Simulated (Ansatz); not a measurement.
Effect of pressure 30 GPa on CsSnBr3

Consider CsSnBr3 in the cubic perovskite structure (space group Pm-3m, No. 221; a = 5.7645 Å).

Now apply this change: cell and atoms relaxed at a pressure of 30 GPa.

All numbers come from Kohn–Sham DFT with the PBEsol functional, run in Ansatz (a first-principles code) with PAW and 420 eV plane waves, no SOC, earlier PAW set. Settings: 6×6×6 k-points, 0.05 eV Fermi–Dirac smearing.

| quantity | base | changed | shift |
|---|---|---|---|
| density | 4.26 g/cm³ | 6.79 g/cm³ | +2.53 g/cm³ |
| lattice parameter a | 5.764 Å | 4.935 Å | -0.8298 Å |
| shortest interatomic distance | 2.882 Å | 2.467 Å | -0.415 Å |
| enthalpy H = E + PV relative to the base's energy | – | +5.37 eV/atom | – |
| band gap | 0.22 eV | zero | – |

Final structure:

```yaml
crystal:
  lattice:
    - [4.93469, 0.00000, 0.00000]
    - [0.00000, 4.93469, 0.00000]
    - [0.00000, 0.00000, 4.93469]
  atoms:
    - { symbol: Cs, position: [0.00000, 0.00000, 0.00000] }
    - { symbol: Sn, position: [0.50000, 0.50000, 0.50000] }
    - { symbol: Br, position: [0.00000, 0.50000, 0.50000] }
    - { symbol: Br, position: [0.50000, 0.50000, 0.00000] }
    - { symbol: Br, position: [0.50000, 0.00000, 0.50000] }
```

Cost of the whole job for the changed cell (relaxation, final SCF and bands): very roughly 21 core-seconds.

A case with no gap was solved on a k-mesh chosen for an insulator, which is coarse for it. Load acts through the strain it causes; cell and atoms are relaxed under it. No phonon test of stability was made. Competing high-pressure phases were not computed. The final runs are not spin-polarised. Many cubic perovskites are stable only at high temperature; tilts and polar distortions were not tested. A zero or small gap of CsSnBr3 can be the functional's error rather than a property of the material.
